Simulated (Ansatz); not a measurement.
## Ge_Sb (zinc-blende GaSb host)

Computed with PBE, PAW (plane waves to 420 eV; Ansatz, a quantum-chemistry and plane-wave program). Set-up: 64-site cell; 2×2×2 shifted k-points; start: the Sb site; no spin–orbit coupling; the functional closes the host's gap; energies good to tenths of an eV.

Neighbours after relaxation, in Å: of the Ge atom: Ga 2.50, Ga 2.50, Ga 2.50, Ga 2.51.

```csv
charge,moment (μB),largest move off a lattice site (Å)
0†,quenched,0.19
```

† Not settled in this cell, so no level is given: charge 0: a level filled in part.

Starting moments that weren't kept: charge 0 began with 1 μB and ended with 0.0.
